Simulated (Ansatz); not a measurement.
**BN: Li interstitial (started 2.18 Å from the nearest host atom), symmetric start**

Base system: a 16-atom supercell of BN in the h-BN type structure (space group P6_3/mmc, No. 194; a = 2.501 Å, c = 6.526 Å; layered, stacked along the Cartesian z axis) at its relaxed geometry.

Now apply this change: a neutral Li interstitial (started 2.18 Å from the nearest host atom), symmetric start, atoms relaxed at fixed cell.

Calculations: r2SCAN+rVV10 (Ansatz, a first-principles code; PAW; 500 eV plane waves; no spin-orbit coupling). Settings: 6×6×6 k-points, 0.01 eV Fermi–Dirac smearing.

```csv
quantity,base,changed,shift
pressure,0.0 GPa,4.5 GPa,+4.5 GPa
largest displacement of a host atom from its site in the perfect cell,–,0.18 Å,–
final site of the added atom,–,6 N at 2.24 Å,–
```

Final structure:

```yaml
crystal:
  lattice:
    - [5.00118, 0.00000, 0.00000]
    - [-2.50059, 4.33115, 0.00000]
    - [-1.25029, -2.16557, 6.52584]
  atoms:
    - { symbol: B, position: [0.30569, 0.47312, 0.27483] }
    - { symbol: B, position: [0.30550, 0.96893, 0.27442] }
    - { symbol: B, position: [0.79670, 0.46279, 0.25949] }
    - { symbol: B, position: [0.80171, 0.96914, 0.27483] }
    - { symbol: B, position: [0.69431, 0.52688, 0.72517] }
    - { symbol: B, position: [0.69450, 0.03107, 0.72558] }
    - { symbol: B, position: [0.20330, 0.53721, 0.74051] }
    - { symbol: B, position: [0.19829, 0.03086, 0.72517] }
    - { symbol: N, position: [0.53628, 0.70301, 0.73784] }
    - { symbol: N, position: [0.52779, 0.19507, 0.72286] }
    - { symbol: N, position: [0.03450, 0.70269, 0.73719] }
    - { symbol: N, position: [0.03483, 0.20156, 0.73784] }
    - { symbol: N, position: [0.46372, 0.29699, 0.26216] }
    - { symbol: N, position: [0.47221, 0.80493, 0.27714] }
    - { symbol: N, position: [0.96550, 0.29731, 0.26281] }
    - { symbol: N, position: [0.96517, 0.79844, 0.26216] }
    - { symbol: Li, position: [0.00000, 0.00000, 0.00000] }
```

Other magnetic orders, which the real material may have, were not ruled out. In so small a cell the defect repeats every few ångströms: this is an ordered compound, not a dilute defect. The mesh was chosen for an insulator and is coarse for the gapless case. The defect started on the symmetric site and kept its symmetry, so it may sit on a saddle. Starting moments died away, wholly or in part, for Li interstitial (started 2.18 Å from the nearest host atom); another magnetic solution may exist. The defect cell is spin-polarised and ends with 1.0 μB.
